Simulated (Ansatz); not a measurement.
The starting structures come from a database of crystals and need not be the phases stable at ambient conditions.

Consider the following.

```xyz
4
Lattice="3.9045 0.0000 0.0000 0.0000 6.4508 0.0000 1.9522 0.0000 3.3814" Properties=species:S:1:pos:R:3 pbc="T T T"
Si     3.9045     0.8089     2.2542
Si     1.9522     4.0343     1.1271
Ge     3.9045     3.2229     2.2542
Ge     1.9522     6.4483     1.1271
```

The cell is taken as given.

Transport runs along the normal of the first two printed cell vectors, the (100) plane of the conventional cell.

The gap is the functional's own, uncorrected, and κ follows it; spin-orbit coupling is left out. Mid-gap means the computed energy nearest the middle.

Problem. Predict the band gap and the smallest decay constant κ at mid-gap from r2SCAN (Ansatz, a first-principles code).

Solution. Gap 0.66 eV on a 10×6×10 mesh; κ = 0.077 1/Å, at the zone centre.
